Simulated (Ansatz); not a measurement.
InP in the zinc blende structure (space group F-43m, No. 216)

Space group F-43m (No. 216); a = 5.878 Å, b = 5.878 Å, c = 5.878 Å, α = 90.00°, β = 90.00°, γ = 90.00°

| atom | site | symmetry | x | y | z |
|---|---|---|---|---|---|
| In | 4a | -43m | 0.0000 | 0.0000 | 0.0000 |
| P | 4d | -43m | 0.7500 | 0.7500 | 0.7500 |
(The calculation used a cell of 2 atoms; values per cell refer to that cell.)

Calculations: PBEsol, PAW, 420 eV (Ansatz, an electronic-structure program; spin-orbit coupling left out). Γ-centred 10×10×10 mesh, Fermi–Dirac width 0.05 eV.

| Quantity | Value |
|---|---|
| Volume per atom | 25.39 Å³ |
| Density | 4.77 g/cm³ |
| Band gap | 0.57 eV, direct at Γ |
| Electron mass | 0.046 mₑ |
| Hole mass (degenerate bands, along [100]) | 0.045, 0.43, 0.43 mₑ |
| Lowest conduction-band minima above the VBM | Γ 0.57 eV; L along ⟨111⟩ 1.38 eV; X along ⟨100⟩ 1.65 eV |
| Total energy | -3132.933 eV/atom (σ→0; compares only within this code and set-up) |

Effective masses come from finite differences of ±0.01 Å⁻¹. Stability against distortions was not tested.
